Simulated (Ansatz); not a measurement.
## Pressure series in TiO2

The parent structure is TiO2 (space group C2/m, No. 12; a = 12.1592 Å, b = 3.7301 Å, c = 6.5328 Å, α = 90.00°, β = 106.95°, γ = 90.00°; a cell from a computed database, its experimental status unchecked).

Cell and atoms are relaxed at each pressure.

Method: PBEsol, PAW, 420 eV (Ansatz, a quantum-chemistry and plane-wave program; no spin-orbit coupling).

Notes on the quantities. enthalpy: H = E + PV relative to the base's energy.

```tsv
case	smallest direct gap	band gap	enthalpy	density
base	3.01 eV	2.81 eV	–	3.74 g/cm³
pressure −2 GPa	2.98 eV	2.78 eV	-0.15 eV/atom	3.70 g/cm³
pressure −1 GPa	2.99 eV	2.80 eV	-0.07 eV/atom	3.72 g/cm³
pressure 0.3 GPa	3.01 eV	2.81 eV	+0.02 eV/atom	3.75 g/cm³
pressure 0.7 GPa	3.02 eV	2.82 eV	+0.05 eV/atom	3.76 g/cm³
pressure 1.5 GPa	3.03 eV	2.83 eV	+0.11 eV/atom	3.77 g/cm³
pressure 3 GPa	3.06 eV	2.85 eV	+0.22 eV/atom	3.80 g/cm³
pressure 5 GPa	3.09 eV	2.88 eV	+0.36 eV/atom	3.84 g/cm³
pressure 7.5 GPa	3.13 eV	2.91 eV	+0.54 eV/atom	3.88 g/cm³
pressure 10 GPa	3.17 eV	2.95 eV	+0.72 eV/atom	3.92 g/cm³
```

Load acts through the strain it causes; cell and atoms are relaxed under it. Whether these cells are dynamically stable was not tested. Competing high-pressure phases were not computed. The final runs are not spin-polarised. This is not the structure that TiO2 has at room temperature and ambient pressure.
